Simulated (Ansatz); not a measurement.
The starting structures come from a database of crystals and need not be the phases stable at ambient conditions.

 Where the default PAW files enter, the runs use the earlier of Ansatz's two default sets.

Tunnelling through a barrier is set by its complex band structure: the current falls as exp(−2κd) with the smallest κ.

Here is the system:

```yaml
crystal:
  lattice:
    - [8.14958, 0.00000, 0.00000]
    - [-1.51937, 8.45562, 0.00000]
    - [1.51937, -1.97633, 3.57844]
  atoms:
    - { symbol: Ag, position: [0.79359, 0.50881, 0.98627] }
    - { symbol: Ag, position: [0.20641, 0.49119, 0.01373] }
    - { symbol: Ag, position: [0.70641, 0.00881, 0.53135] }
    - { symbol: Ag, position: [0.29359, 0.99119, 0.46865] }
    - { symbol: Ag, position: [0.44291, 0.69303, 0.54836] }
    - { symbol: Ag, position: [0.55709, 0.30697, 0.45164] }
    - { symbol: Ag, position: [0.05709, 0.19303, 0.33770] }
    - { symbol: Ag, position: [0.94291, 0.80697, 0.66230] }
    - { symbol: S, position: [0.14054, 0.76334, 0.02365] }
    - { symbol: S, position: [0.85946, 0.23666, 0.97635] }
    - { symbol: S, position: [0.35946, 0.26334, 0.00303] }
    - { symbol: S, position: [0.64054, 0.73666, 0.99697] }
```

Space group of this cell: P2_1/c. The cell is taken as given; by PBEsol its mean pressure is -5.5 GPa.

Transport runs along the normal of the first two printed cell vectors.

The gap is the functional's own. No spin-orbit coupling. Mid-gap values are interpolated on the energy grid.

**Question.** State the band gap and the smallest decay constant κ at mid-gap according to PBEsol run with Ansatz (a first-principles code).

**Answer.** Gap 0.88 eV on a 4×8×8 mesh; κ = 0.157 1/Å, at (0.000, 0.500) of the in-plane reciprocal vectors. At the zone centre, at the nearest computed energy, the slowest state has κ = 0.17 1/Å.
